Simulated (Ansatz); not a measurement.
Take ZnCu$_{2}$SnS$_{4}$ (space group I-4, No. 82; a = 5.414 Å, c = 10.823 Å) as the base.

Structures relaxed with r2SCAN (Ansatz, a first-principles code; PAW; 500 eV plane waves; without spin-orbit coupling), earlier PAW set.

Base:

Simulated powder pattern, Cu Kα, λ = 1.54184 Å (kinematic, ideal powder, no thermal factors, no anomalous dispersion; the 8 strongest lines at most, above 2 %, up to 2θ = 90°):

| 2θ (°) | I/Imax (%) | hkl |
|---|---|---|
| 28.56 | 100 | (112) |
| 33.09 | 10 | (200) |
| 47.51 | 58 | (204) |
| 56.36 | 27 | (132) |
| 56.39 | 14 | (116) |
| 76.75 | 10 | (316) |
| 88.47 | 12 | (244) |
| 88.50 | 6.1 | (228) |

The change: full substitution Sn → Pd, then cell and atoms are relaxed.

**Question.** How do the reflections move or split?

**Answer.** 
Simulated powder pattern, Cu Kα, λ = 1.54184 Å (kinematic, ideal powder, no thermal factors, no anomalous dispersion; the 8 strongest lines at most, above 2 %, up to 2θ = 90°):

```json
[
 {"2θ (°)": "29.29", "I/Imax (%)": "100", "hkl": "(112)"},
 {"2θ (°)": "34.03", "I/Imax (%)": "9.9", "hkl": "(200)"},
 {"2θ (°)": "48.71", "I/Imax (%)": "38", "hkl": "(204)"},
 {"2θ (°)": "48.89", "I/Imax (%)": "19", "hkl": "(220)"},
 {"2θ (°)": "57.69", "I/Imax (%)": "13", "hkl": "(116)"},
 {"2θ (°)": "58.01", "I/Imax (%)": "26", "hkl": "(132)"},
 {"2θ (°)": "71.63", "I/Imax (%)": "5.6", "hkl": "(400)"},
 {"2θ (°)": "78.93", "I/Imax (%)": "10", "hkl": "(316)"}
]
```

The indices refer to each structure's own conventional cell; one index is shown for lines that coincide.

Whether these cells are dynamically stable was not tested. As relaxed here, ZnCu2PdS4 is a hypothetical phase, not in the database extracts checked. The final runs are not spin-polarised. ZnCu2PdS4 has a high density of states at the Fermi level and may be magnetic at this level.
